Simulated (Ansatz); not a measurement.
Base system: BP in the zinc blende structure (space group F-43m, No. 216; a = 4.5366 Å). Axes: x, y, z lie along the cube axes.

Structures relaxed with r2SCAN (Ansatz, a first-principles code; PAW; 500 eV plane waves; no spin-orbit coupling).

Base:

Simulated powder pattern, Cu Kα1, λ = 1.54056 Å (kinematic, ideal powder, no thermal factors, no anomalous dispersion; the 14 strongest lines at most, above 2 %, up to 2θ = 90°):

```tsv
2θ (°)	I/Imax (%)	hkl
34.21	100	(111)
39.70	25	(200)
57.40	43	(220)
68.55	35	(311)
72.06	5.8	(222)
85.56	7.1	(400)
```

After one change:

Simulated powder pattern, Cu Kα1, λ = 1.54056 Å (kinematic, ideal powder, no thermal factors, no anomalous dispersion; the 14 strongest lines at most, above 2 %, up to 2θ = 90°):

```json
[
 {"2θ (°)": "34.38", "I/Imax (%)": "100"},
 {"2θ (°)": "39.70", "I/Imax (%)": "17"},
 {"2θ (°)": "40.32", "I/Imax (%)": "8.0"},
 {"2θ (°)": "57.40", "I/Imax (%)": "14"},
 {"2θ (°)": "57.87", "I/Imax (%)": "28"},
 {"2θ (°)": "68.65", "I/Imax (%)": "23"},
 {"2θ (°)": "69.50", "I/Imax (%)": "11"},
 {"2θ (°)": "72.47", "I/Imax (%)": "5.8"},
 {"2θ (°)": "85.56", "I/Imax (%)": "4.8"},
 {"2θ (°)": "87.14", "I/Imax (%)": "2.3"}
]
```

Problem. Which of these changes matches the shifts?
(A) uniaxial strain ε_zz = −0.58 %
(B) biaxial strain +1.63 %, plane normal [001], relaxed out of plane
(C) uniaxial strain ε_yy = −1.46 %
(D) uniaxial stress, 1 GPa tension along z

Solution. C, uniaxial strain ε_yy = −1.46 %. Its volume per atom is 11.50 Å³ against 11.67 Å³, and its space group is I-4m2 (No. 119).

Beyond what the load breaks, stability against distortions was not tested.
